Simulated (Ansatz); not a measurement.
ScRu3C (Pm-3m), PBEsol, DFPT electron-phonon coupling, linearised Boltzmann equation (Ansatz, a quantum-chemistry and plane-wave program): phonon-limited resistivity 17.7 μΩ·cm at 300 K, 24.8 μΩ·cm at 400 K, current-weighted mean free path 8.6 nm, Drude plasma energy 4.27 eV.

Question: Estimate the resistivity of a 20 nm square wire with diffuse walls from ρ ≈ ρ₀(1 + 3ℓ/4d).

Answer: 1 + 0.75 × 8.6/20 = 1.32, so ρ ≈ 23.4 μΩ·cm and a line 1 μm long has 585 Ω. The formula is the free-electron limit for d well above ℓ; grain boundaries add to it.

Question: What is the classical skin depth at 1 GHz (nonmagnetic, μ₀ = 1.257×10⁻⁶ H/m)?

Answer: δ = √(ρ/(π f μ₀)) = 6700 nm.

Question: What Drude relaxation time do resistivity and plasma energy imply?

Answer: ω_p = 6.49e15 s⁻¹, so τ = 1/(ε₀ ω_p² ρ) = 15.2 fs, a damping ħ/τ of 43.4 meV.

A metal at this level (no band gap). Only scattering by harmonic phonons is included (no impurities, grain boundaries, electron-electron scattering or thermal expansion). Spin-orbit coupling is left out. Halving the electron mesh (20x20x20) moves the resistivity by up to 1 % at 300 K, the mean free path by up to 5 %. Smearing 0.20 eV; phonons on a 4x4x4 q mesh, which this run doesn't test.

Computed structure with no diffraction record at hand here (it may be known, metastable or hypothetical): ScRu3C (Pm-3m).
